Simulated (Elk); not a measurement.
**Input and output of a self-consistent single point for Ti₃In (Fm-3m, 4 atoms in the cell) (Elk)**

Computed with PBEsol, all-electron FP-LAPW, Elk's shipped species files, APW+lo basis with extra local orbitals (Elk 10.2.4).

Input:

```
tasks
  0

xctype
  22

spinpol
  .true.

reducebf
  0.8

rgkmax
  7.5

gmaxvr
  14.0

nxlo
  2

lorbcnd
  .true.

lmaxi
  2

nempty
  10

stype
  3

swidth
  0.00367493

scale
  8.875454189

avec
    0.0000000000    0.7071067812    0.7071067812
    0.7071067812    0.0000000000    0.7071067812
    0.7071067812    0.7071067812    0.0000000000

atoms
  2   : nspecies
  'Ti.in'   : spfname
  3   : natoms; atposl, bfcmt below
  0.7500000000  0.7500000000  0.7500000000    0.0 0.0 0.0
  0.2500000000  0.2500000000  0.2500000000    0.0 0.0 0.0
  0.0000000000  0.0000000000  0.0000000000    0.0 0.0 -1.0
  'In.in'   : spfname
  1   : natoms; atposl, bfcmt below
  0.5000000000  0.5000000000  0.5000000000    0.0 0.0 0.0

ngridk
  8 8 8
```

The program printed (abridged):

```
│ Elk code version 10.2.4 │

All units are atomic (Hartree, Bohr, etc.)

│ Ground-state run starting from atomic densities │

Lattice vectors :
   0.000000000       6.275893843       6.275893843
   6.275893843       0.000000000       6.275893843
   6.275893843       6.275893843       0.000000000

Unit cell volume      :    494.3752977
Brillouin zone volume :   0.5017447567

Muffin-tin inner radius fraction :   0.1000000000E-01

Nuclei treated as point charges

Species :    1 (Ti)
 parameters loaded from : Ti.in
 name : titanium
 nuclear charge    :   -22.00000000
 electronic charge :    22.00000000
 atomic mass :    87256.20310
 muffin-tin radius :    2.400000000
 number of radial points in muffin-tin :    497
 atomic positions (lattice), magnetic fields (Cartesian) :
   1 :   0.25000000  0.25000000  0.25000000    0.00000000  0.00000000  0.00000000
   2 :  -0.25000000 -0.25000000 -0.25000000    0.00000000  0.00000000  0.00000000
   3 :   0.50000000  0.50000000  0.50000000    0.00000000  0.00000000 -1.00000000

Species :    2 (In)
 parameters loaded from : In.in
 name : indium
 nuclear charge    :   -49.00000000
 electronic charge :    49.00000000
 atomic mass :    209300.4100
 muffin-tin radius :    2.600000000
 number of radial points in muffin-tin :    597
 atomic positions (lattice), magnetic fields (Cartesian) :
   1 :   0.00000000  0.00000000  0.00000000    0.00000000  0.00000000  0.00000000

Total number of atoms per unit cell :    4

Spin treatment :
 spin-polarised
 global magnetic field (Cartesian) :    0.000000000       0.000000000       0.000000000
 collinear magnetisation in z-direction

Number of Bravais lattice symmetries :   48
Number of crystal symmetries         :   48
Crystal has inversion symmetry
Real symmetric eigensolver will be used

k-point grid :      8     8     8
k-point offset :    0.000000000       0.000000000       0.000000000
   [... lines left out ...]
Maximum |G| for potential and density :    14.00000000
 potential will be trimmed for |G| > 2 gkmax
Constant for pseudocharge density :    9
Radial integration step length :    4

G-vector grid sizes :     40    40    40
Number of G-vectors :    22995

Maximum angular momentum used for
 APW functions                      :    8
 outer part of muffin-tin           :    6
 inner part of muffin-tin           :    2

Total nuclear charge    :   -115.0000000
Total core charge       :    60.00000000
Total valence charge    :    55.00000000
Total excess charge     :    0.000000000
Total electronic charge :    115.0000000

Effective Wigner radius, rₛ :    1.008687806

Number of empty states         :   40
Total number of valence states :  136
Total number of core states    :   60

Conduction state local-orbitals added automatically
Total number of local-orbitals :  316

Exchange-correlation functional :     22     0     0
 PBEsol, Phys. Rev. Lett. 100, 136406 (2008)
 gradient requirement :    1
 generalised gradient approximation (GGA)

Smearing type :    3
 Fermi-Dirac
Smearing width :   0.3674930000E-02
Effective electronic temperature (K) :    1160.451112

Mixing type :    3
 Broyden mixing, J. Phys. A: Math. Gen. 17, L317 (1984)

Kohn-Sham potential initialised from atomic data
│ Self-consistent loop started │
│ Loop number : 1 │
 total energy                :     -8434.41545229
 total moment                :    1.699821898
│ Loop number : 2 │
 total energy                :     -8434.67691088
 total moment                :    1.694346366
RMS change in Kohn-Sham potential (target) :    1.808173075     (  0.1000000000E-05)
Absolute change in total energy (target)   :   0.2614585887     (  0.1000000000E-03)
│ Loop number : 3 │
 total energy                :     -8435.55560149
 total moment                :    1.625067953
RMS change in Kohn-Sham potential (target) :    1.717071045     (  0.1000000000E-05)
Absolute change in total energy (target)   :   0.9440552621     (  0.1000000000E-03)
│ Loop number : 4 │
 total energy                :     -8435.95679363
 total moment                :    1.048515740
RMS change in Kohn-Sham potential (target) :    1.015406933     (  0.1000000000E-05)
Absolute change in total energy (target)   :   0.6372059558     (  0.1000000000E-03)
│ Loop number : 5 │
 total energy                :     -8437.67734550
   [... lines left out ...]
RMS change in Kohn-Sham potential (target) :   0.2797576435E-05 (  0.1000000000E-05)
Absolute change in total energy (target)   :   0.1217378485E-03 (  0.1000000000E-03)
│ Loop number : 25 │
 total energy                :     -8439.34493413
 total moment                :  -0.6301757406E-02
RMS change in Kohn-Sham potential (target) :   0.1627538645E-05 (  0.1000000000E-05)
Absolute change in total energy (target)   :   0.6252373896E-04 (  0.1000000000E-03)
│ Loop number : 26 │
 total energy                :     -8439.34492252
 total moment                :  -0.5773318753E-02
RMS change in Kohn-Sham potential (target) :   0.1068779973E-05 (  0.1000000000E-05)
Absolute change in total energy (target)   :   0.2724144906E-04 (  0.1000000000E-03)
│ Loop number : 27 │
 total energy                :     -8439.34493118
 total moment                :  -0.5232225771E-02
RMS change in Kohn-Sham potential (target) :   0.6323157235E-06 (  0.1000000000E-05)
Absolute change in total energy (target)   :   0.1847842213E-05 (  0.1000000000E-03)
Convergence targets achieved

│ Loop number : 28 │

Energies :
 Fermi                       :     0.282499516339
 sum of eigenvalues          :     -5030.02636863
 electron kinetic            :      8759.53619664
 core electron kinetic       :      8342.80793355
 Coulomb                     :     -16917.7440965
 Coulomb potential           :     -13420.9477715
 nuclear-nuclear             :     -850.759807489
 electron-nuclear            :     -18713.0208065
 Hartree                     :      2646.03651750
 Madelung                    :     -10207.2702107
 xc potential                :     -368.614793669
 xc effective B-field        :    -0.166934297486E-06
 external B-field            :      0.00000000000
 exchange                    :     -274.908454154
 correlation                 :     -6.21960354520
 electron entropic           :    -0.897548051284E-02
 total energy                :     -8439.34493299
 (external B-field energy excluded from total)

Density of states at Fermi energy :    209.0339519
 (states/Hartree/unit cell)

Estimated indirect band gap :   0.1807977600E-03
 from k-point     17 to k-point     28
Estimated direct band gap   :   0.1755643503E-02
 at k-point      7

Charges :
 core                        :    60.00000000
 valence                     :    55.00000000
 interstitial                :    6.426773576
 muffin-tins (core leakage)
  species :    1 (Ti)
   atom    1                 :    20.29912866     (  0.5813447501E-09)
   atom    2                 :    20.29912866     (  0.5813447501E-09)
   atom    3                 :    20.34744104     (  0.5468390185E-09)
  species :    2 (In)
   atom    1                 :    47.62752807     (  0.1330212205E-03)
 total in muffin-tins        :    108.5732264
 total calculated charge     :    115.0120278
 total charge                :    115.0000000
 error                       :   0.1202784323E-01

Moments :
 interstitial                :  -0.1225389737E-02
 muffin-tins
  species :    1 (Ti)
   atom    1                 :  -0.6914517903E-03
   atom    2                 :  -0.6914517903E-03
   atom    3                 :  -0.2312367905E-02
  species :    2 (In)
   atom    1                 :   0.3718915552E-04
 total in muffin-tins        :  -0.3658082330E-02
 total moment                :  -0.4883472067E-02

│ Self-consistent loop stopped │
```

The run converged in 28 iterations. The count includes the last loop, which Elk runs after its targets are met.

The starting cell comes from a database of computed structures (which also holds hypothetical and non-ambient phases and stackings), without a prior relaxation at this level. The starting moments vanished: the run ended non-magnetic. Values depend on the basis (sphere radii, cutoffs, local orbitals), which need not be converged. The log's line on a gap gives a spacing of levels on this mesh, which the program prints for metals too.

Cost on one core of a shared machine: roughly 2 min.
